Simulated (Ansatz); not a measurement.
Li(100) slab, cut from bcc Li: Li54, 6 atomic planes, area 110 Å², cell height 20.7 Å with vacuum; both faces free, started from the bulk cut, in-plane cell fixed at 1.015 times the relaxed lattice. Calculation: PBE (plane waves, PAW; Ansatz, a program for electronic structure). Mean temperature 309 K, 7.5 ps sampled after 4.3 ps of Langevin dynamics; k-points: 2x2x1 mesh shifted by half a step in the plane; no spin polarisation or spin-orbit coupling. So thin a slab has no true bulk in its middle, and the cell admits only reconstructions that fit it.

```
plane (from the bottom)  atoms  start height (Å)  mean height (Å)  spread of site heights (Å)  rms motion, normal (Å)  rms motion, in plane (Å)  in-plane shift from the start (Å)  coordination
-----------------------  -----  ----------------  ---------------  --------------------------  ----------------------  ------------------------  ---------------------------------  ------------
1                          Li9             -4.36            -4.51                        0.01                    0.26                      0.26                               0.03           8.9
2                          Li9             -2.62            -2.63                        0.01                    0.21                      0.24                               0.02          12.9
3                          Li9             -0.87            -0.86                        0.01                    0.24                      0.22                               0.02          13.8
4                          Li9              0.87             0.85                        0.01                    0.23                      0.22                               0.02          13.8
5                          Li9              2.62             2.63                        0.02                    0.21                      0.23                               0.01          12.9
6                          Li9              4.36             4.52                        0.01                    0.28                      0.27                               0.02           8.8
```

```json
{
  "outer_plane_spacing": "1.88 Å against 1.74 Å at the start (+8 %)",
  "normal_motion_of_the_outer_planes_over_that_of_the_middle": "1.2",
  "in-plane diffusion": "none seen within 7.5 ps",
  "coordination_in_the_top_plane": "8-fold 20 %, 9-fold 73 %, 10-fold 6 %",
  "mean vibrational (phonon) frequency": "5.8 THz"
}
```

A denser in-plane k-mesh moves the forces of one frame by 0.01 eV/Å rms. Bonds are counted up to Li-Li 4.16 Å; heights count from the centre of mass.
